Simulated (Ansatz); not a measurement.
The starting structures come from a database of crystals and need not be the phases stable at ambient conditions.

 Where the default PAW files enter, the runs use the earlier of Ansatz's two default sets.

Input:

```xyz
8
Lattice="6.3373 0.0000 0.0000 0.0000 8.9623 0.0000 3.1687 4.4812 3.1687" Properties=species:S:1:pos:R:3 pbc="T T T"
Cs     3.1687     2.2406     0.0000
Cs     0.0000     0.0000     0.0000
Nb     3.1687     6.7217     0.0000
Nb     0.0000     4.4812     0.0000
N      6.3373     3.3609     1.5843
N      1.5843     5.6014     0.0000
N      3.1687     7.8420     1.5843
N      4.7530     5.6014     0.0000
```

Space group of this cell: Fd-3m. The cell is taken as given; by PBEsol its mean pressure is -3.2 GPa.

Transport runs along the normal of the first two printed cell vectors, the (110) plane of the conventional cell.

The gap is the functional's own, uncorrected, and κ follows it; spin-orbit coupling is left out. Mid-gap values are interpolated between the computed energies.

Problem. Estimate the band gap and the smallest decay constant κ at mid-gap that PBEsol in Ansatz (a program for electronic structure) returns for this system.

Solution. Gap 1.59 eV on a 10×10×10 mesh; κ = 0.145 1/Å, at the zone centre.
